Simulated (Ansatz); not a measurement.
```yaml
crystal:
  lattice:
    - [11.00000, 0.00000, 0.00000]
    - [0.00000, 11.00000, 0.00000]
    - [0.00000, 0.00000, 5.76081]
  atoms:
    - { symbol: Na, position: [0.50000, 0.50000, 0.00000] }
    - { symbol: I, position: [0.50000, 0.50000, 0.50000] }
```

Calculation: PBE (plane waves to 420 eV, PAW; Ansatz, a program for electronic structure). Mesh 1×1×52. No spin polarisation. Periodic along z alone, with about 11 Å of vacuum beside it. A hypothetical model. Symmetry and one short period hold its shape; lower forms weren't sought. Pairing along the axis, which can open a gap, is among the distortions not tried. Values not marked SOC lack spin–orbit coupling.

Problem. Tabulate the two highest filled and two lowest empty levels along the axis, from the valence top.

Solution. 
| k (2π/c) | v2 (eV) | v1 (eV) | c1 (eV) | c2 (eV) |
|---|---|---|---|---|
| 0.000 | -0.05 | -0.05 | 3.99 | – |
| 0.042 | -0.04 | -0.04 | 4.01 | – |
| 0.083 | -0.04 | -0.04 | 4.06 | – |
| 0.125 | -0.04 | -0.04 | 4.15 | – |
| 0.167 | -0.03 | -0.03 | 4.28 | – |
| 0.208 | -0.03 | -0.03 | 4.42 | – |
| 0.250 | -0.02 | -0.02 | 4.59 | – |
| 0.292 | -0.02 | -0.02 | 4.76 | – |
| 0.333 | -0.01 | -0.01 | – | – |
| 0.375 | -0.01 | -0.01 | – | – |
| 0.417 | 0.00 | 0.00 | – | – |
| 0.458 | 0.00 | 0.00 | – | – |
| 0.500 | 0.00 | 0.00 | – | – |
A dash stands for levels within 1 eV of the vacuum level or above it.
